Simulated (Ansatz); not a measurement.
Input and output of a self-consistent single point for NaLaC2O6 (Pmc2_1, 20 atoms in the cell) (Ansatz, a program for electronic structure).

Method: PBEsol, default PAW files made with PBE (plane waves; Ansatz).

```
CELL_PARAMETERS angstrom
      5.17438     0.00000     0.00000
      0.00000     6.45285     0.00000
      0.00000     0.00000     7.22639
ATOMIC_POSITIONS crystal
  Na 0.50000 0.01730 0.70255
  Na 0.50000 0.98270 0.20255
  La 0.00000 0.63230 0.50298
  La 0.00000 0.36770 0.00298
  C  0.50000 0.53389 0.17403
  C  0.50000 0.46611 0.67403
  C  0.00000 0.91867 0.91743
  C  0.00000 0.08133 0.41743
  O  0.50000 0.35899 0.08889
  O  0.50000 0.64101 0.58889
  O  0.78818 0.98638 0.45436
  O  0.21182 0.01362 0.95436
  O  0.21182 0.98638 0.45436
  O  0.78818 0.01362 0.95436
  O  0.71809 0.37882 0.71081
  O  0.28191 0.62118 0.21081
  O  0.28191 0.37882 0.71081
  O  0.71809 0.62118 0.21081
  O  0.00000 0.73774 0.83979
  O  0.00000 0.26226 0.33979
```

Reference input (self-consistent single point, DFT, PBEsol, plane waves, default PAW files made with PBE): basis.ecutwfc = 30.9 Ry; kpoints.mp_grid.grid = 4 3 3; hamiltonian.xc = pbesol; hamiltonian.pseudopotentials = {kind: paw} (the program's default PAW files); scf.occupations.method = fixed. This run's input differs from it in these lines:

Ansatz 0.2 input:
```diff
@@ -27,3 +27,3 @@
 basis:
-  ecutwfc: 30.9 Ry
+  ecutwfc: 21.7 Ry
 kpoints:
```

The program printed (abridged):

```
SCF iter   1: F=—  HF=-22997.476567 eV  |F-HF|=—  |Δ(HF+E_count)|=         —  Δρ=2.95e-2  dr2=9.02e-1  ethr=1.77e-3  ⟨swp⟩=3.9  Hψ=3409  notcnv=0  defer=92
all-band conjugate gradients solve this SCF's bands
preconditioner: auto → Resta (q_TF=auto, 2.455 Å⁻¹)
SCF iter   2: F=—  HF=-22997.235677 eV  |F-HF|=—  |Δ(HF+E_count)|=   2.41e-1  Δρ=8.58e-3  dr2=5.52e-2  ethr=7.05e-4  ⟨swp⟩=2.0  Hψ=1884  notcnv=0  defer=207
   [... lines left out ...]
SCF iter   6: F=—  HF=-22997.247765 eV  |F-HF|=—  |Δ(HF+E_count)|=   8.18e-4  Δρ=6.09e-5  dr2=1.04e-5  ethr=5.27e-8  ⟨swp⟩=2.0  Hψ=1728  notcnv=0  defer=84
SCF iter   7: F=—  HF=-22997.247770 eV  |F-HF|=—  |Δ(HF+E_count)|=   4.52e-6  Δρ=2.42e-5  dr2=1.76e-6  ethr=8.09e-9  ⟨swp⟩=2.0  Hψ=1508  notcnv=0  defer=84
SCF iter   8: F=—  HF=-22997.247771 eV  |F-HF|=—  |Δ(HF+E_count)|=   1.70e-6  Δρ=1.53e-5  dr2=4.77e-7  ethr=1.38e-9  ⟨swp⟩=2.0  Hψ=1656  notcnv=0  defer=84
SCF iter   9: F=-22997.247771 eV  HF=-22997.247771 eV  |F-HF|=4.71e-8  |Δ(HF+E_count)|=   2.38e-8  Δρ=3.41e-6  dr2=3.40e-8  ethr=7.81e-11  ⟨swp⟩=11.7  Hψ=5772  notcnv=0
SCF 1 converged in 9 iterations: F = -22997.247771 eV  dr2 = 3.40e-8
Free energy (F): -22997.247771 eV
Internal energy: -22997.247771 eV  (E = F + TS)
E sigma→0 (E₀):  -22997.247771 eV
Fermi energy:    5.417006 eV
--- Forces (eV/Å), atoms counted from 1 ---
  atom   1  Na     0.00000000     0.02583992    -0.00027567
  atom   2  Na     0.00000000    -0.02583992    -0.00027567
  atom   3  La    -0.00000000    -0.01707036     0.03005486
  atom   4  La     0.00000000     0.01707036     0.03005486
  atom   5  C      0.00000000    -0.05885732    -0.01112487
  atom   6  C     -0.00000000     0.05885732    -0.01112487
  atom   7  C      0.00000000    -0.00689293     0.02593129
  atom   8  C     -0.00000000     0.00689293     0.02593129
  atom   9  O      0.00000000    -0.49698028    -0.27726531
   [... lines left out ...]
  atom  20  O     -0.00000000     0.55299008    -0.26388339
--- Stress (GPa, compression-positive) ---
        1.514909       0.000000       0.000000
        0.000000       0.933988       0.000000
        0.000000       0.000000      -0.672010
  P = ⅓ Tr σ = 0.5923 GPa (5.923 kbar)
  The stress holds the Pulay correction. Without it, at fixed plane waves, as pw.x and ABINIT print it: P = -29.3723 GPa
```

The run converged in 9 iterations. Against the reference run the free energy rises by 378 meV/atom, the pressure goes from -0.89 to 0.59 GPa, the largest force goes from 0.207 to 0.613 eV/Å and the gap on the mesh goes from 4.083 to 4.105 eV.

The starting cell comes from a database of computed structures (which also holds hypothetical and non-ambient phases and stackings), without a prior relaxation at this level. Its lattice was rescaled by a random factor within 2.5 % of one. Ansatz's pressure includes its estimate of the finite-basis (Pulay) stress. Without the estimate this run gives -29.37 GPa. The cutoff lies below the one recommended for these files.
